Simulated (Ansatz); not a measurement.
System: C (model structure, P6₁22, No. 178, 6 atoms in the cell). Method: r²SCAN (Ansatz, a quantum-chemistry and plane-wave program, PAW).

Numerical settings: plane-wave cutoff 560 eV, 12×12×10 k mesh (along the axes of the cell as run), Fermi–Dirac smearing 0.01 eV, scalar-relativistic PAW data made under PBE.

Cell (relaxed with PBEsol):

C is taken in the hexagonal space group P6₁22 (No. 178), Pearson symbol hP6. Lattice parameters: a = b = 3.5566 Å, c = 3.3575 Å, α = β = 90.00°, γ = 120.00°. C on 6b sees 4 C at 1.537–1.553 Å. (Neighbours: up to the widest gap in distance over summed covalent radii, below 1.35, at either atom.)

Give the computed band gap, smallest direct gap on the k points sampled and Γ–Γ gap.


- band gap: 4.41 eV (indirect)
- smallest direct gap on the k points sampled: 5.30 eV
- Γ–Γ gap: 7.50 eV

Note: the relaxation could raise the start's symmetry but not lower it, so the cell can be a saddle point; cell and atoms aren't relaxed at this level (pressure 1.8 GPa).

The computed numbers hold no vibrational or temperature effects.

It cost around 8 core-seconds (rough) of CPU time.

A model structure was made by putting elements into a prototype or built by hand; it is no filed structure, need not be a known phase, and can be a saddle point held by its symmetry.
